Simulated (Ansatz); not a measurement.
Here is the system:

End structure of a constructed model of the (111) surface of fcc Al, a pseudomorphic layer of Rh in the other hollow (bottom of the slab: a bare face, its two planes held):

```yaml
crystal:
  lattice:
    - [2.85810, 0.00000, 0.00000]
    - [-1.42905, 2.47518, 0.00000]
    - [0.00000, 0.00000, 30.00000]
  atoms:
    - { symbol: Al, position: [0.33333, 0.66667, 0.26887] }
    - { symbol: Al, position: [0.66667, 0.33333, 0.34665] }
    - { symbol: Al, position: [0.00000, 0.00000, 0.42440] }
    - { symbol: Al, position: [0.33333, 0.66667, 0.50326] }
    - { symbol: Al, position: [0.66667, 0.33333, 0.58093] }
    - { symbol: Al, position: [0.00000, 0.00000, 0.65863] }
    - { symbol: Rh, position: [0.66667, 0.33333, 0.71918] }
```

Model: 7-atom slab, 13.9 Å thick at the start with caps and adatoms (thin: gaps and levels are the slab's own), 15x15x1 mesh, Fermi-Dirac 0.1 eV, dipole correction, 2 atoms held, the rest relaxed; symmetry of the start imposed; no spin, no spin-orbit, no U. In PBE it lies 0.06 eV a 1x1 cell over the lowest computed structure of the same composition (a pseudomorphic layer of Rh in the host's stacking).

Question: What work function of the top face does Ansatz (a first-principles code) with PBE give?

Answer: 4.72 eV
